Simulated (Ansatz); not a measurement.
## Mg2Si: carrier doping

Take Mg2Si (space group Fm-3m, No. 225; a = 6.364 Å) as the base.

Carriers are added at fixed cell with a uniform background; the Fermi–Dirac width is that of 300 K.

The values are results of Ansatz (a program for electronic structure) PBE, no spin-orbit coupling, earlier PAW set, not measurements.

Notes on the quantities. Fermi level from band edge: Fermi level relative to the doped band's edge (positive inside the band; to 0.05 eV).

| case | Fermi level from band edge | gap between the host's bands |
|---|---|---|
| undoped | – | 0.22 eV |
| electrons 1.5×10^21 cm⁻³ | +0.45 eV | 0.20 eV |
| electrons 2.0×10^21 cm⁻³ | +0.50 eV | 0.19 eV |
| electrons 7.0×10^21 cm⁻³ | +1.00 eV | 0.14 eV |
| holes 1.5×10^21 cm⁻³ | +0.25 eV | 0.28 eV |
| holes 2.0×10^21 cm⁻³ | +0.30 eV | 0.30 eV |
| holes 7.0×10^21 cm⁻³ | +0.65 eV | 0.49 eV |

Charged cell with a jellium background: band edges are those of the host's band count, energies are not comparable with the neutral cell, and many-body gap narrowing is missing. Stability against distortions was not tested. The zero or small gap of Mg2Si can change with the level of theory.
